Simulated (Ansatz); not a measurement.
The reference is PbS in the rock salt structure (space group Fm-3m, No. 225; a = 5.8450 Å). Axes: x, y, z lie along the cube axes.

Calculations: LDA (Ansatz, a first-principles code, PAW, without spin-orbit coupling).

Before the change:

| Item | Result |
|---|---|
| Pressure | 0.0 GPa |
| Band gap | 0.06 eV |
| Shortest interatomic distance | 292.3 pm |

Perturbation: a pure shear with ε_xy = ε_yx = 0.0143; the atoms relax in the strained cell.

### Question
What happens to the energy relative to the base, pressure, band gap and shortest interatomic distance?

### Answer
The energy increases by 1.2 meV/atom; the pressure (mean of the normal stresses, compression positive) stays 0.0 GPa; the band gap goes from 0.06 eV to zero; the shortest interatomic distance remains 292.3 pm.

A case with no gap was solved on a k-mesh chosen for an insulator, which is coarse for it. Spin-orbit coupling, missing from the scalar runs, can matter with Pb. Stability against distortions was not tested. All final runs are without spin polarisation. The zero or small gap of PbS can change with the level of theory.
